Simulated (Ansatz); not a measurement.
Sc in the diamond structure (space group Fd-3m, No. 227; a hypothetical phase, not in the database extracts checked)

```cif
data_Sc8
_chemical_formula_sum 'Sc8'
_space_group_name_H-M_alt 'Fd-3m :1'
_space_group_IT_number 227
_space_group_name_Hall 'F 4d 2 3 -1d'
_cell_length_a 6.25779
_cell_length_b 6.25779
_cell_length_c 6.25779
_cell_angle_alpha 90.000
_cell_angle_beta 90.000
_cell_angle_gamma 90.000
loop_
_atom_site_label
_atom_site_type_symbol
_atom_site_symmetry_multiplicity
_atom_site_Wyckoff_symbol
_atom_site_fract_x
_atom_site_fract_y
_atom_site_fract_z
_atom_site_occupancy
Sc1 Sc 8 b 0.50000 0.50000 0.50000 1
```
(The calculation used a cell of 2 atoms; values per cell refer to that cell.)

All numbers come from DFT with PBEsol, PAW potentials and a 420 eV plane-wave cutoff in Ansatz (an electronic-structure program), no spin-orbit coupling. Γ-centred 13×13×13 mesh, Fermi–Dirac width 0.05 eV.

| Item | Result |
|---|---|
| Volume per atom | 30.63 Å³ |
| Density | 2.44 g/cm³ |
| Band gap | zero |
| Total energy | -2109.340 eV/atom (σ→0; compares only within this code and set-up) |

No phonon test of stability was made. The final runs are not spin-polarised. Sc has a high density of states at the Fermi level and may be magnetic at this level.
